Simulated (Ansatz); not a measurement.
Consider the following.

```
CELL_PARAMETERS angstrom
      7.22119     0.00000     0.00000
      3.61059     6.25373     0.00000
      3.61059    -2.08458     1.52413
ATOMIC_POSITIONS crystal
  K  0.00000 0.00000 0.00000
```

No spin polarisation.

Calculations: Kohn–Sham DFT with the PBEsol functional, run in Ansatz (a program for electronic structure) with PAW and 420 eV plane waves, no spin-orbit coupling. Settings: 18×18×18 k-points, 0.1 eV Fermi–Dirac smearing.

**Question.** Predict the band gap and in-plane stress.

**Answer.** 
- Band gap = zero
- Mean in-plane stress (compression positive) = +0.2 GPa

The cells carry an imposed strain or load. Whether these cells are dynamically stable was not tested. The cell was made from K in the bcc (W type) structure (space group Im-3m, No. 229) by this change: biaxial strain −2.08 %, plane normal [111], relaxed out of plane.
